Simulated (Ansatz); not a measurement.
**Response to strain in Pd**

The reference is Pd in the fcc (Cu type) structure (space group Fm-3m, No. 225; relaxed with 0.1 eV smearing).

```
Pd
1.0
    0.00000     1.93885     1.93885
    1.93885     0.00000     1.93885
    1.93885     1.93885     0.00000
Pd
1
Direct
  0.00000   0.00000   0.00000
```

Strains are applied to the cell and any free atomic positions relax.

All numbers come from DFT with PBEsol, PAW potentials and a 420 eV plane-wave cutoff in Ansatz (a first-principles code), spin-orbit coupling left out.

Notes on the quantities. energy relative to the base: free energy F.

```json
[
 {"case": "base", "volume per atom": "14.58 Å³", "energy relative to the base": "0 meV/atom"},
 {"case": "isotropic strain −3.00 %", "volume per atom": "13.30 Å³", "energy relative to the base": "+85 meV/atom"},
 {"case": "isotropic strain −2.50 %", "volume per atom": "13.51 Å³", "energy relative to the base": "+58 meV/atom"},
 {"case": "isotropic strain −1.50 %", "volume per atom": "13.93 Å³", "energy relative to the base": "+20 meV/atom"},
 {"case": "isotropic strain −1.00 %", "volume per atom": "14.14 Å³", "energy relative to the base": "+8.7 meV/atom"},
 {"case": "isotropic strain +0.50 %", "volume per atom": "14.80 Å³", "energy relative to the base": "+2.0 meV/atom"},
 {"case": "isotropic strain +1.00 %", "volume per atom": "15.02 Å³", "energy relative to the base": "+7.9 meV/atom"},
 {"case": "isotropic strain +1.50 %", "volume per atom": "15.24 Å³", "energy relative to the base": "+17 meV/atom"},
 {"case": "isotropic strain +2.00 %", "volume per atom": "15.47 Å³", "energy relative to the base": "?"},
 {"case": "isotropic strain +2.50 %", "volume per atom": "15.70 Å³", "energy relative to the base": "+46 meV/atom"}
]
```

### Question
Some entries are withheld; estimate them.

### Answer

- isotropic strain +2.00 %, energy relative to the base: +30 meV/atom

No phonon test of stability was made. The final runs are not spin-polarised. Pd lies near a magnetic instability that expansion can trigger; it was not tested.
